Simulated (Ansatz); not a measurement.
# InSb (within 0.1 Å of Immm, No. 71, 4 atoms in the cell; start mp-569020; a measured phase of this formula has another space group)

Computed with PBEsol in Ansatz (plane waves, PAW).

Run with plane-wave cutoff 500 eV, 8×8×12 k mesh (along the axes of the cell as run), Fermi–Dirac smearing 0.05 eV, scalar-relativistic PAW data made under PBE.

Cell (relaxed at this level):

InSb is taken in the orthorhombic space group Immm (No. 71), Pearson symbol oI4. Cell: a = 3.1756 Å, b = 5.5852 Å, c = 6.0072 Å, α = β = γ = 90.00°. In on 2b is surrounded by 2 Sb at 3.004 Å and 4 Sb at 3.212 Å and 2 In at 3.176 Å. Sb on 2d is surrounded by 2 In at 3.004 Å and 4 In at 3.212 Å and 2 Sb at 3.176 Å. (Neighbours: up to the widest gap in distance over summed covalent radii, below 1.35, at either atom; cation-cation and far metal-metal contacts left out.)

```json
{
  "band_gap": "zero (no gap)"
}
```

Spin–orbit coupling is not included.

Static lattice: no zero-point or thermal effects.

A start named mp-… is a Materials Project structure, which need not be a measured phase.

Ansatz is a program for electronic structure.
